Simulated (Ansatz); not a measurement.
Structures of equal composition on the (0001) surface of hcp Ru: a layer of In in place of the second plane; a layer of In in place of the third plane. The slabs share one bottom face, and each structure is named by its start. These are constructed structures in small cells; real faces may alloy, dewet or reconstruct in larger ones, and not all known structures of the face are among them. Slabs of about 11 Å, Fermi-Dirac smearing of 0.1 eV. Bottom of the slabs: a bare face, its two planes held. Relaxed from the named starts with such symmetry as they have, on meshes of like density; energies extrapolated to zero smearing; spin only where a row says so; no spin-orbit coupling, no U. Brackets mark spin-polarised runs, whose order is one that fits the cell.

Level of theory: PBE (plane waves to 420 eV, PAW; Ansatz, a first-principles code).

**Question.** Order them by energy per 1x1 cell (lowest first) at the level PBE.

**Answer.** a layer of In in place of the third plane (0.000 eV), a layer of In in place of the second plane (0.145 eV)
